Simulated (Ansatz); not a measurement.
Abridged Ansatz (a first-principles code) output:

```
Pseudopotential: C, paw, valence charge 4
Crystal: 1 atoms, lattice volume = 6.996 Å³
Basis set: ecut = 420 eV, 137 PW (Γ), exchange–correlation on 30×30×30 points (8 copies of the dense FFT grid, shifted against one another)
Bands: 6, of which v1, the nominal top of the filled ones, is band 2 counted from 1 (1 counted from 0)
Symmetry: 48 space group operations
k-points: 511 of 17576
Functional: x = pbesol(κ = 0.804, μ = 0.12345679012345678), c = pbesol(β = 0.046)
SCF iter   1: F=—  HF=-242.223701 eV  |F-HF|=—  |Δ(HF+E_count)|=         —  Δρ=6.03e-3  dr2=1.43e-3  ethr=1.77e-3  ⟨swp⟩=5.0  Hψ=23701  notcnv=0
SCF iter   2: F=—  HF=-242.222964 eV  |F-HF|=—  |Δ(HF+E_count)|=   7.37e-4  Δρ=2.94e-3  dr2=3.44e-4  ethr=3.57e-5  ⟨swp⟩=1.0  Hψ=7154  notcnv=0
SCF 1 converged in 7 iterations: F = -242.222866 eV  dr2 = 1.83e-12
SCF converged after 7 iterations
Free energy (F): -242.222866 eV
Internal energy: -242.219968 eV  (E = F + TS)
E sigma→0 (E₀):  -242.221417 eV
Entropy (-TS):   -0.002897 eV (-2.897 meV/atom)
Fermi energy:    11.094660 eV
--- Forces (eV/Å), atoms counted from 1 ---
  atom   1  C      0.00000000     0.00000000     0.00000000
--- Stress (GPa, compression-positive) ---
        0.002700       0.000000       0.000000
        0.000000       0.002700       0.000000
        0.000000       0.000000       0.002700
  P = ⅓ Tr σ = 0.0027 GPa (0.027 kbar)
```

Question: What was computed, and what are the main results?

Answer: C, 1 atom in the cell, with PBEsol (Ansatz; PAW; 420 eV plane waves; no SOC). The last SCF converged to F = -242.222866 eV, or -242.2229 eV per atom, at a pressure of 0.00 GPa. The total energy compares only with runs of the same code, potentials and settings.

Whether these cells are dynamically stable was not tested. The cell was made from Rh by this change: Rh → C; the result is a hypothetical phase, not in the database extracts checked.
